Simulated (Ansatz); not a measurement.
Amorphous IGZO (In8Ga8Zn8O32), 56 atoms at 5.59 g/cm³, one PBE-relaxed geometry, zone centre. Methods: PBE, scalar-relativistic without spin-orbit coupling (Ansatz, a quantum-chemistry and plane-wave program); r2SCAN, scalar-relativistic without spin-orbit coupling (Ansatz); HSE06, scalar-relativistic without spin-orbit coupling (Ansatz). Plane waves to 420 eV (r2SCAN 500 eV); exact exchange is cut at the cell's faces. At PBE the levels at the filled edge of the gap are localised (band-tail or defect states), and the nearest spread-out levels lie 0.9 eV apart at the zone centre. All rungs ran without spin polarisation.

The cell was made by melting and quenching with the CHGNet potential and then relaxed with DFT. O atoms were pushed apart under 1.9 Å during the dynamics, to hinder bonds among them. The hot cell started wider than the set density and was brought back towards it in steps. It is the lowest in DFT energy of 2 quenches. It is a model cell: composition and starting density were chosen by hand, and all elements were melted together. No dispersion term was used. Its density started from a set value of 5.47 and ended at 5.59 g/cm³. The quench (nominally 340 K/ps over its main leg) was far faster than any real one, so the model tends to hold more defects than a real film. A cell of this size samples the disorder only roughly. Volume and shape were free in the relaxation.

The relaxation ran on the zone centre alone. At PBE the level gap is 0.39 eV on a 2×2×2 Γ-centred mesh, and the spacing at the zone centre alone 0.48 eV.

### Question
What zone-centre spacing does r2SCAN give, roughly?

### Answer
0.81 eV (+0.32 eV against PBE).

### Question
What zone-centre spacing does HSE06 give, roughly?

### Answer
1.85 eV (+1.36 eV against PBE).

The highest filled and the lowest empty state spread over these numbers of atoms (participation numbers): PBE: 5.6 and 49.4; r2SCAN: 4.2 and 49.7; HSE06: 3.4 and 49.0.
